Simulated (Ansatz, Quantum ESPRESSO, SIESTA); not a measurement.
**Code comparison for CoBiO₃ (P1, 5 atoms in the cell)**

Self-consistent single point, at a second geometry (atoms moved at random). First geometry:

```xyz
5
Lattice="3.7159 0.0000 0.0000 0.0000 3.7159 0.0000 0.0000 0.0000 4.0116" Properties=species:S:1:pos:R:3 pbc="T T T"
Co     1.8579     1.8579     2.4985
Bi     0.0000     0.0000     0.2044
O      1.8579     0.0000     2.7924
O      0.0000     1.8579     2.7924
O      1.8579     1.8579     0.6522
```

Second geometry:
```xyz
5
Lattice="3.7159 0.0000 0.0000 0.0000 3.7159 0.0000 0.0000 0.0000 4.0116" Properties=species:S:1:pos:R:3 pbc="T T T"
Co     1.8262     1.8915     2.4848
Bi    -0.0332     0.0020     0.1860
O      1.8836     0.0191     2.8324
O      0.0261     1.8086     2.7926
O      1.8712     1.8526     0.6439
```

Shared settings, as Ansatz (a first-principles code) writes them: kpoints.mp_grid.grid = 9 9 9; scf.occupations.method = fermi_dirac; scf.occupations.width = 0.0073 Ry. Potentials and cutoffs stand in the table.

| code | model | ΔF from the first geometry (meV/atom) | pressure (GPa) | largest force (eV/Å) | cutoff |
|---|---|---|---|---|---|
| SIESTA | GGA PBEsol, numerical atomic orbitals DZP, PseudoDojo PBEsol standard norm-conserving potentials (rewritten from UPF to PSML) | 14.4 | 3.07 | 1.191 | grid 400 Ry |
| Quantum ESPRESSO | PBEsol, SSSP 1.1.2 efficiency (PBE) pseudopotentials | 12.3 | 1.21 | 1.016 | 55 Ry |
| Ansatz | PBEsol, PAW files made with PBE | 11.6 | 1.23 | 0.999 | default |

Size of the force on each atom (eV/Å): Sizes of forces hide their directions.

```csv
code,Co1,Bi2,O3,O4,O5
SIESTA,1.054,1.191,0.719,0.999,0.303
Quantum ESPRESSO,1.016,0.567,0.648,0.921,0.175
Ansatz,0.999,0.533,0.604,0.906,0.173
```

On Ansatz's run: spin-orbit coupling is off. Spin polarisation is off, so a magnetic state, if there is one, cannot be reached.

The spread over the programs that give each value: ΔF from the first geometry within 2.8 meV/atom; pressure within 1.86 GPa; largest force within 0.192 eV/Å.

SIESTA uses small atom-centred bases, whose incompleteness enters pressures, forces and empty levels differently from a plane-wave cutoff. Ansatz's pressure is given at a fixed set of plane waves, as the other plane-wave codes print theirs; with its correction for the finite basis it is 1.70 GPa (the shift of 0.47 GPa shows how far the cutoff is from converged). In the pressure, SIESTA (by 1.84) lies more than 1 GPa from the median of the plane-wave programs. In the force vectors, SIESTA (by 0.649) lies more than 0.08 eV/Å from the median of the plane-wave programs.

The starting cell comes from a database of computed structures (which also holds hypothetical and non-ambient phases and stackings), without a prior relaxation at this level. Its lattice was rescaled by a random factor within 2.5 % of one. For this run, on top of that: atoms moved at random.

Left out of this page: CP2K (unsound by tests on forces, stress, charge or solver warnings).

Keys are those of Ansatz 0.2.
